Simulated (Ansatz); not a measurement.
Si vacancy + Er on the Si site (silicon host)

Computed with PBE, PAW (plane waves to 420 eV; Ansatz, an electronic-structure program). The supercell holds 64 host sites (2×2×2 repeats of the unit cell), with a 2×2×2 shifted k-point sampling for the final energies. Sites at the start: the Si site; Si 2.37 Å away. Charged cells carry a point-charge image correction with potential alignment at far atoms. Dielectric constants: PBE linear response of the host. Host gap at this level: 0.61 eV. A cell of this size leaves errors of a few tenths of an eV. Levels are measured in PBE's own, too narrow, gap. Spin–orbit coupling is left out, and no Hubbard U is applied to the open shells. Each state is the lowest found from its start.

The name describes the start; the neighbours show where the atoms ended.

Charges from +1 to −2 were run; one beyond them could lie lower near a band edge.

```csv
charge,moment (μB),largest move off a lattice site (Å),neighbours of the last Er atom of the defect at the end (Å),image correction with alignment (eV)
+1†,fractional,1.19,"Si 2.97, Si 2.97, Si 2.97, Si 2.97, Si 2.97, Si 2.97",0.10
0†,fractional,1.18,"Si 2.94, Si 2.94, Si 2.94, Si 2.94, Si 2.94, Si 2.94",0.00
−1†,fractional,1.18,"Si 2.92, Si 2.92, Si 2.92, Si 2.92, Si 2.92, Si 2.92",0.09
−2†,2.0,1.18,"Si 2.89, Si 2.89, Si 2.89, Si 2.89, Si 2.89, Si 2.89",0.37
```

† Not settled in this cell, so no level is given: charge +1: fractional moment, a level filled in part, level within 0.1 eV of a band edge or past it; charge 0: fractional moment, a level filled in part, carriers not clearly localised; charge −1: fractional moment, a level filled in part, carriers not clearly localised; charge −2: a level filled in part, carriers not clearly localised.

Starting moments that weren't kept: charge +1 began with 3 μB and ended with 1.6; charge 0 began with 2 μB and ended with 2.5; charge −1 began with 3 μB and ended with 2.5.

All states together cost around 5 core-hours (rough).
